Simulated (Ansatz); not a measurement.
Strongest site found for several adsorbates on corundum (0001) (Al on top).

Host crystal: corundum, with a band gap (PBE, scalar-relativistic without spin-orbit coupling).

Computed with PBE (plane waves to 420 eV, PAW; Ansatz, a first-principles code).

Counted are starts at which the adsorbate stayed whole and on top. Thin slabs; no dispersion, zero-point or thermal terms; negative values mean binding.

```csv
"adsorbate, area an adsorbate",reference,bonded to,E_ads (eV),shortest bond to the host (Å)
"OH, 20 Å²",H2O(g) − ½ H2(g),Al,[?],1.74
"Au, 20 Å²",an atom of fcc Au,Al,2.32,2.51
"Ni, 20 Å²","an atom of fcc Ni, ferromagnetic",2 Al + 2 O,3.04,1.97
"NH2, 20 Å²",NH3(g) − ½ H2(g),Al,1.10,1.88
"Co, 20 Å²","an atom of hcp Co, ferromagnetic",Al + 3 O,[?],2.12
"Cl, 20 Å²",½ Cl2(g),Al,-0.30,2.13
"Li, 20 Å²",an atom of bcc Li,4 Al + 3 O,[?],1.97
"F, 20 Å²",½ F2(g),Al,-2.24,1.65
"Br, 20 Å²",½ Br2(g),Al,[?],2.34
```

### Question
Some entries are withheld; supply them.

### Answer

- OH, 20 Å², E_ads (eV): 0.90
- Co, 20 Å², E_ads (eV): 3.23
- Li, 20 Å², E_ads (eV): -0.47
- Br, 20 Å², E_ads (eV): -0.01
